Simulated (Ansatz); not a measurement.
Base system: Mg in the hcp (Mg type) structure (space group P6_3/mmc, No. 194; relaxed with 0.1 eV smearing).

```yaml
crystal:
  lattice:
    - [3.17512, 0.00000, 0.00000]
    - [-1.58756, 2.74974, 0.00000]
    - [0.00000, 0.00000, 5.16281]
  atoms:
    - { symbol: Mg, position: [0.66667, 0.33333, 0.25000] }
    - { symbol: Mg, position: [0.33333, 0.66667, 0.75000] }
```

Cartesian axes are those of the cell as printed.

The values are results of PBEsol/PAW in Ansatz (a program for electronic structure), without spin-orbit coupling, not measurements.

Base values:

| Quantity | Result |
|---|---|
| Shortest interatomic distance | 3.166 Å |

Perturbation: a pure shear with ε_xz = ε_zx = 0.0086; the atoms relax in the strained cell.

Predict the new energy relative to the base.

The energy rises by 0.4 meV/atom.

What happens to the shortest interatomic distance?

The shortest interatomic distance decreases by 0.022 Å, from 3.166 Å to 3.144 Å.

Stability against distortions was not tested.
